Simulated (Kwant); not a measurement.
Device: six-terminal Hall bar in a GaN two-dimensional gas. Effective mass 0.22 mₑ, grid spacing 5.8 nm, hard walls, nominal width 150 nm (25 grid rows, so walls 150.8 nm apart), one parabolic valley, scattering region 390 nm long along x; energies count from the band bottom; Fermi energy 0.00228 eV. Four side probes 75 nm wide, two on each edge; current runs along x; the sign of the Hall resistance is a convention. Perpendicular field swept from 0.36107 to 7.3658 T, also in the leads; orbital effect alone.

The device is made up for the run: typed textbook-type constants, with dimensions and the other settings drawn at random.

Model: effective-mass tight-binding model on a square grid, one spin, coherent transport at 0 K (Kwant). Resistances are in h/e².

Q: How many Landau levels lie under the Fermi energy, and what Hall resistance follows, at 2.28 meV and 0.717 T; 2.28 meV and 3.69 T; 2.28 meV and 4.28 T; 2.28 meV and 5.47 T?

A: ħωc = ħeB/m = 0.526 meV a tesla; levels lie at (n + ½)ħωc. E/ħωc = 6.04 gives 6 levels and h/(6e²) = 0.167; simulated 0.188, off the plateau. E/ħωc = 1.18 gives 1 level and h/(1e²) = 1.000; simulated 1.000. E/ħωc = 1.01 gives 1 level and h/(1e²) = 1.000; simulated 1.000. E/ħωc = 0.79 gives 1 level and h/(1e²) = 1.000; simulated 1.000. The count is that of a wide sample; where the walls of bar or probes squeeze the orbits, it misses.
